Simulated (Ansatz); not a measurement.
Structure of amorphous Ti₂₀O₄₂Ge (periodic cell):

```xyz
63
Lattice="8.9355 0.2718 0.0383 0.2718 9.8362 -0.2165 0.0383 -0.2165 8.8778" Properties=species:S:1:pos:R:3 pbc="T T T"
Ti     2.9851     0.9448     0.8884
Ti     8.8819     2.3911     0.5953
Ti     1.1747     2.7865     4.3109
Ti     4.4482     4.1777     3.7351
Ti     9.0158     5.3187     7.7234
Ti     6.3246     0.3840     1.6513
Ti     7.3282     5.2443     3.7276
Ti     5.5553     3.6155     0.8799
Ti     0.3007     8.4231     0.1230
Ti     1.3103     7.6596     5.7770
Ti     7.7314     0.4468     7.0717
Ti     2.9926     3.5738     7.2634
Ti     6.1392     3.4693     6.3606
Ti     5.3685     7.0178     0.2779
Ti     1.9635     4.0920     1.2058
Ti     1.1661     9.5848     2.7950
Ti     4.1180     1.1665     4.0793
Ti     2.6005     6.9110     2.5491
Ti     4.6119     9.0420     6.6781
Ti     7.0434     8.6121     4.0760
O      8.9784     1.6750     7.7812
O      3.0419     2.8722     3.9064
O      8.2700     9.5599     2.4867
O      5.5430     7.9654     5.0245
O      0.9284     8.6381     7.3287
O      3.7037     9.3901     8.2816
O      8.6888     4.2262     4.2543
O      2.6076     2.3059     8.8233
O      1.5900     5.4728     2.3815
O      8.5505     6.8108     8.6876
O      2.2172     4.8508     8.2525
O      4.8017     1.4870     1.3562
O      6.1026     5.2527     5.0908
O      7.0936     2.4257     1.1015
O      1.6789     3.1221     6.1332
O      4.0152     4.6767     6.0572
O      2.9278     0.3284     2.8023
O      0.9910     0.5410     1.1524
O      0.7237     6.0413     6.1161
O      3.8744     6.0217     3.8916
O      1.6877     8.0797     3.8902
O      7.8334     9.9108    -0.0838
O      6.1357     4.2787     2.7184
O      6.0311     5.3380     0.4316
O      7.5351     7.0152     3.3481
O      0.1809     3.9916     0.2733
O      3.6605     0.4686     5.6264
O      5.1713     7.0493     7.3381
O      6.1570     9.7684     7.0153
O      5.2768     2.7610     4.6871
O      5.0485     3.1094     7.8772
O      3.1424     7.5527     6.0445
O      7.5590     4.5055     7.0621
O      1.5706     8.0253     1.4252
O      1.1422     2.8216     2.2058
O      0.6842     1.0682     4.3042
O      7.0683     1.9414     6.2385
O      3.8615     6.8492     1.2139
O      8.2920     9.0102     5.3759
O      3.8986     4.0174     1.7727
O      5.7364     0.2733     3.5819
O      6.0048     8.5553     1.1195
Ge     4.5772     6.4204     5.6203
```

Computed with PBE, scalar-relativistic without spin-orbit coupling (plane waves to 420 eV, PAW; Ansatz, a program for electronic structure).

The cell was made by melting and quenching with the CHGNet potential and then relaxed with DFT. O atoms were pushed apart under 1.9 Å during the dynamics, to hinder bonds among them. The hot cell started wider than the set density and was brought back towards it in steps. It is the lowest in DFT energy of 2 quenches. It is a model cell: composition and starting density were chosen by hand, and all elements were melted together. No dispersion term was used. Its density started from a set value of 3.63 and ended at 3.63 g/cm³. The simulated quench (nominally 300 K/ps over its main leg) is rapid and tends to freeze in more defects than a deposited or slowly cooled glass has. A cell of this size samples the disorder only roughly. The volume was held where the preparation left it and the shape relaxed, at a PBE pressure of 0.5 GPa. Stress components on the final sampling reach 0.5 GPa.

Neighbours within Ti-Ti 3.12 Å, Ti-O 2.54 Å, Ti-Ge 2.88 Å, O-O 1.58 Å, O-Ge 2.23 Å, Ge-Ge 2.81 Å count as bonded. Two cations that share two anions don't count as bonded, nor two that share one unless they lie closer than Ti-Ti 3.04 Å, Ti-Ge 2.80 Å, Ge-Ge 2.57 Å.

Question: Give the coordination numbers, mean bond lengths and angles.

Answer: 
```
Quantity                                                                    Value
---------------------------------  ----------------------------------------------
Mean coordination of Ti by anions  5.35 (2 with 4, 10 with 5, 7 with 6, 1 with 7)
Mean coordination of O                      2.69 (16 with 2, 23 with 3, 3 with 4)
Mean coordination of Ge by anions                                 6.00 (1 with 6)
Mean Ti-O bond                              1.965 Å (spread 0.160 Å, 107 counted)
Mean O-Ge bond                                1.917 Å (spread 0.038 Å, 6 counted)
Bond angle at Ti                                        mean 104.6°, spread 26.8°
Bond angle at O                                         mean 120.2°, spread 21.1°
Bond angle at Ge                                        mean 106.5°, spread 33.7°
```

Question: List the pairs of like atoms that count as bonded by the rules above.

Answer: There are none by these rules.
